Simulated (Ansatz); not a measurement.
An Ansatz (a first-principles code) run: WP2 with a change (P → Si); PBEsol, PAW, 420 eV (Ansatz; scalar-relativistic without spin-orbit coupling).

Input:

Ansatz 0.2 input:
```yaml
crystal:
  lattice:
    - [1.5957365337, -6.1281879091, 0]
    - [1.5957365337, 6.1281879091, 0]
    - [0, 0, 4.1697579527]
  atoms:
    - { symbol: Si, position: [0.0655203498, 0.9344796502, 0.75] }
    - { symbol: Si, position: [0.9344796502, 0.0655203498, 0.25] }
    - { symbol: Si, position: [0.7343907997, 0.2656092003, 0.75] }
    - { symbol: Si, position: [0.2656092003, 0.7343907997, 0.25] }
    - { symbol: W, position: [0.3999148746, 0.6000851254, 0.75] }
    - { symbol: W, position: [0.6000851254, 0.3999148746, 0.25] }
basis: { ecutwfc: 420, ecutrho_ratio: 4, xc_grid: 2, fft_grid_basis: typed }
kpoints: { mp_grid: { grid: [15, 15, 11] } }
hamiltonian:
  xc: pbesol
  dispersion: none
  pseudopotentials: { kind: paw }
scf: { occupations: { method: fermi_dirac, width: 0.05 }, convergence: { dr2_threshold: 0.0000000006 } }
output: { forces: true, stress: true }
checkpoint: { write: state.ck, write_every: 1000 }
```

Output:

```
WARN ansatz: RAYON_NUM_THREADS=2 ignored (pool sized by the plan → 2); use --threads N
Pseudopotentials: kind: paw
Pseudopotential: Si, paw, valence charge 4
Pseudopotential: W, paw, valence charge 14
Functional definition: PBEsol
Crystal: 6 atoms, lattice volume = 81.552 Å³
Basis set: ecut = 420 eV, 1609 PW (Γ), exchange–correlation on 90×90×60 points (8 copies of the dense FFT grid, shifted against one another)
Bands: 28, of which v1, the nominal top of the filled ones, is band 22 counted from 1 (21 counted from 0)
Symmetry: 8 space group operations
Space group: Cmcm (ITA 63), of the structure as read, at distance tolerance 4.3e-5 Å
k-points: 384 of 2475
PAW frozen core: Si, regenerated for the run's functional, and the local potential with it
PAW frozen core: W, regenerated for the run's functional, and the local potential with it
Initial density: superposition of atomic densities (neutral atoms: chi_scale 0, normalization atom), corrected by the library's trained network
Initial wavefunctions: pseudopotential atomic-orbital guess
Eigensolver: davidson
Functional: x = pbesol(κ = 0.804, μ = 0.12345679012345678), c = pbesol(β = 0.046)
SCF iter   1: F=—  HF=-23000.156928 eV  |F-HF|=—  |Δ(HF+E_count)|=         —  Δρ=6.50e-3  dr2=4.18e-2  ethr=1.77e-3  ⟨swp⟩=6.6  Hψ=54077  notcnv=0  defer=3
all-band conjugate gradients solve this SCF's bands
preconditioner: auto → Kerker (q_TF=auto, 2.462 Å⁻¹)
SCF iter   2: F=—  HF=-23000.151789 eV  |F-HF|=—  |Δ(HF+E_count)|=   5.14e-3  Δρ=3.80e-3  dr2=1.50e-2  ethr=9.49e-5  ⟨swp⟩=1.1  Hψ=13857  notcnv=0  defer=11
SCF iter   3: F=—  HF=-23000.148780 eV  |F-HF|=—  |Δ(HF+E_count)|=   3.01e-3  Δρ=3.44e-4  dr2=1.52e-4  ethr=3.40e-5  ⟨swp⟩=2.3  Hψ=14258  notcnv=0  defer=11
SCF iter   4: F=—  HF=-23000.148753 eV  |F-HF|=—  |Δ(HF+E_count)|=   2.67e-5  Δρ=1.14e-4  dr2=7.14e-6  ethr=3.45e-7  ⟨swp⟩=2.2  Hψ=15777  notcnv=0  defer=11
SCF iter   5: F=—  HF=-23000.148766 eV  |F-HF|=—  |Δ(HF+E_count)|=   1.32e-5  Δρ=1.40e-5  dr2=1.53e-7  ethr=1.62e-8  ⟨swp⟩=2.4  Hψ=15804  notcnv=0  defer=11
SCF iter   6: F=—  HF=-23000.148766 eV  |F-HF|=—  |Δ(HF+E_count)|=   2.71e-7  Δρ=2.13e-6  dr2=3.19e-9  ethr=3.48e-10  ⟨swp⟩=2.4  Hψ=15654  notcnv=0  defer=11
SCF iter   7: F=-23000.148766 eV  HF=-23000.148766 eV  |F-HF|=4.00e-11  |Δ(HF+E_count)|=  4.95e-10  Δρ=2.60e-7  dr2=7.01e-11  ethr=1.36e-12  ⟨swp⟩=4.9  Hψ=38078  notcnv=0
SCF 1 converged in 7 iterations: F = -23000.148766 eV  dr2 = 7.01e-11
SCF converged after 7 iterations
Free energy (F): -23000.148766 eV
Harris-Foulkes:  -23000.148766 eV  (|F-HF|=4.00e-11)
Internal energy: -23000.132605 eV  (E = F + TS)
E sigma→0 (E₀):  -23000.140686 eV
Entropy (-TS):   -0.016161 eV (-2.693 meV/atom)
Fermi energy:    16.238062 eV
--- Per-component energies (eV) ---
  E_band       = -168.967016
  E_kinetic    = 1082.186487
  E_local      = -1949.546169  (includes V_loc(G=0)·N_el)
  E_nonlocal   = 108.221428
  E_hartree    = 766.149787
  E_xc         = -758.472807
  E_vxc        = -676.870675  (∫ρ·V_xc dr)
  E_paw        = -18868.330430  (= ΣΔE_a)
  E_vpaw       = -265.257305  (= ΣTr[D̂ρ^β])
  E_aug_tail   = -0.000121  (compensation charges beyond the density's cutoff)
  E_ewald      = -3380.910609
  E_core_change = 0.569827  (= ΣΔE_core)
  E_smearing   = -0.016161  (= −TS)
  E_closure    = 0.000000  (closes the sum)
  Σ components = -23000.148766   (vs F -23000.148766, Δ=0.00e0)
  [band-id]    e_kinetic+e_local+e_nonlocal+2·e_hartree+e_vxc+e_vpaw+e_augmentation_tail = -168.966780   (vs E_band -168.967016, Δ=2.36e-4)
--- Forces (eV/Å), atoms counted from 1 ---
  atom   1  Si    -0.00000000    -0.00000571     0.00000000
  atom   2  Si     0.00000000     0.00000571     0.00000000
  atom   3  Si     0.00000000    -0.00011166     0.00000000
  atom   4  Si    -0.00000000     0.00011166     0.00000000
  atom   5  W     -0.00000000     0.00000061     0.00000000
  atom   6  W      0.00000000    -0.00000061     0.00000000
  max |Σ_I F_I| component: 1.36e-20 eV/Å
--- Stress (GPa, compression-positive) ---
       -0.000066      -0.000000       0.000000
       -0.000000      -0.000622      -0.000000
        0.000000      -0.000000       0.001151
  P = ⅓ Tr σ = 0.0002 GPa (0.002 kbar)
  The stress holds the Pulay correction. Without it, at fixed plane waves, as pw.x and ABINIT print it: P = -0.0466 GPa
  The stress includes an estimate of the error left by incomplete SCF convergence (largest component -0.0002 GPa).
--- Band table ---
  band table: none
```

Stability against distortions was not tested. All final runs are without spin polarisation. The cell was made from WP2 by this change: P → Si; the result is a hypothetical phase, not in the database extracts checked.
